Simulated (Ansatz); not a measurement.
Take BeS in the zinc blende structure (space group F-43m, No. 216; a = 4.8683 Å) as the base. Axes: x, y, z lie along the cube axes.

Computed with r2SCAN/PAW in Ansatz (a quantum-chemistry and plane-wave program), scalar-relativistic without spin-orbit coupling, earlier PAW set.

Strains are applied to the cell and any free atomic positions relax; under biaxial strain the out-of-plane vector relaxes too; under stress the whole cell relaxes.

One change was made to it. Results:

```csv
quantity,base,after
band gap,3.59 eV,3.46 eV
smallest direct gap,6.22 eV,5.77 eV
```

### Question
What was done to the base?
(A) uniaxial stress, 8 GPa tension along z
(B) isotropic strain −0.90 %
(C) strain tensor (xx, yy, zz, yz, xz, xy) = (+1.17, +0.43, −0.15, +0.48, −0.84, −1.41) %
(D) biaxial strain −4.70 %, plane normal [001], relaxed out of plane

### Answer
C, strain tensor (xx, yy, zz, yz, xz, xy) = (+1.17, +0.43, −0.15, +0.48, −0.84, −1.41) %. For comparison, the band gap in the other runs: uniaxial stress, 8 GPa tension along z gives 3.33 eV; biaxial strain −4.70 %, plane normal [001], relaxed out of plane gives 3.04 eV; isotropic strain −0.90 % gives 3.53 eV.

Beyond what the load breaks, stability against distortions was not tested.
